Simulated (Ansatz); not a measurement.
A computed series for Sr: response to strain

Base system: Sr in the fcc (Cu type) structure (space group Fm-3m, No. 225; a = 5.9225 Å). Axes: x, y, z lie along the cube axes.

Strains are applied to the cell and any free atomic positions relax; under biaxial strain the out-of-plane vector relaxes too.

The values are results of DFT with PBEsol, PAW potentials and a 420 eV plane-wave cutoff in Ansatz (a first-principles code), no spin-orbit coupling, not measurements.

Candidates:
(a) biaxial strain −2.00 %, plane normal [001], relaxed out of plane
(b) biaxial strain +0.50 %, plane normal [001], relaxed out of plane
(c) biaxial strain −3.00 %, plane normal [001], relaxed out of plane

Notes on the quantities. energy relative to the base: free energy F.

**Question.** Order them by energy relative to the base, highest first.

**Answer.** (c) biaxial strain −3.00 %, plane normal [001], relaxed out of plane (+4.3 meV/atom), (a) biaxial strain −2.00 %, plane normal [001], relaxed out of plane (+1.8 meV/atom), (b) biaxial strain +0.50 %, plane normal [001], relaxed out of plane (+0.1 meV/atom)

No phonon test of stability was made.
